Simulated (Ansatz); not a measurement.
Start from Ge in the diamond structure (space group Fd-3m, No. 227; a = 5.6762 Å).

Computed with PBEsol/PAW in Ansatz (a first-principles code), scalar-relativistic without spin-orbit coupling.

For the base:

```
Quantity            Value
-------------  ----------
Band gap             zero
Density        5.28 g/cm³
Gap character      absent
```

The change: full substitution Ge → C, then cell and atoms are relaxed.

Q: How does this affect the hole mass, band gap, density and gap character?

A: The hole mass (degenerate bands, along [100]) amounts to 0.29, 0.29, 0.52 mₑ (at Γ); the band gap goes from zero to 4.03 eV; the density drops by 1.722 g/cm³ (5.28 g/cm³ → 3.55 g/cm³); the gap character changes from absent to indirect, Γ → Γ–X (75 % along).

Effective masses come from finite differences of ±0.01 Å⁻¹. Stability against distortions was not tested. The zero or small gap of Ge can change with the level of theory.
